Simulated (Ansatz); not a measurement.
Start from LiNbO3 (space group R3c, No. 161; a = 5.190 Å, c = 14.015 Å (hexagonal axes)).

Method: PBE in Ansatz (plane waves to 420 eV, PAW, no SOC).

One change was made to it. Results:

```csv
quantity,base,after
shortest interatomic distance,1.884 Å,1.881 Å
density,4.51 g/cm³,4.79 g/cm³
c/a ratio,2.700,2.712
```

Task: Which of these changes matches the shifts?
A. pressure 0.7 GPa
B. pressure 0.3 GPa
C. pressure 1.5 GPa
D. pressure 7.5 GPa

Result: D, pressure 7.5 GPa. For comparison, the density in the other runs: pressure 1.5 GPa gives 4.57 g/cm³; pressure 0.3 GPa gives 4.52 g/cm³; pressure 0.7 GPa gives 4.54 g/cm³.

Load acts through the strain it causes; cell and atoms are relaxed under it. Stability against distortions was not tested. Competing high-pressure phases were not computed.

Ansatz is a program for electronic structure.
